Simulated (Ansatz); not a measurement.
The parent structure is Nb in the bcc (W type) structure (space group Im-3m, No. 229; a = 3.304 Å; relaxed with 0.1 eV smearing). Axes: x, y, z lie along the cube axes.

Method: DFT with r2SCAN, PAW potentials and a 500 eV plane-wave cutoff in Ansatz (a program for electronic structure), without spin-orbit coupling.

Modification: uniaxial strain ε_zz = +1.50 %, all other strain components held at zero; the atoms relax in the strained cell.

Question: Predict the stress tensor and what it implies for the stiffness.

Answer: Stress of the strained cell less that of the base (GPa, compression positive):
```
   -1.9     0.0     0.0
    0.0    -1.9     0.0
    0.0     0.0    -3.6
```

Then −Δσ_ii/ε with ε = 0.0150 gives secant stiffness values (nonlinear terms included at this strain): C33 ≈ 242 GPa, C13 ≈ 130 GPa and C23 ≈ 130 GPa.

Whether these cells are dynamically stable was not tested. All final runs are without spin polarisation.
